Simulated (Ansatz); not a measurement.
Effect of pressure 100 GPa on Pd

Base system: Pd in the fcc (Cu type) structure (space group Fm-3m, No. 225; a = 3.8757 Å).

Perturbation: a hydrostatic pressure of 100 GPa.

The values are results of PBEsol (Ansatz, an electronic-structure program; PAW; 420 eV plane waves; no SOC), not measurements. Settings: 21×21×21 k-points, 0.05 eV Fermi–Dirac smearing.

```tsv
quantity	base	changed	shift
density	12.14 g/cm³	15.61 g/cm³	+3.47 g/cm³
shortest interatomic distance	2.741 Å	2.520 Å	-0.2201 Å
enthalpy H = E + PV relative to the base's energy	–	+7.84 eV/atom	–
band gap	zero	zero	–
```

Final structure:

```
CELL_PARAMETERS angstrom
      0.00000     1.78223     1.78223
      1.78223     0.00000     1.78223
      1.78223     1.78223     0.00000
ATOMIC_POSITIONS crystal
  Pd 0.00000 0.00000 0.00000
```

Cost of the whole job for the changed cell (relaxation, final SCF and bands): very roughly 40 core-seconds.

Load acts through the strain it causes; cell and atoms are relaxed under it. No phonon test of stability was made. Competing high-pressure phases were not computed. The final runs are not spin-polarised.
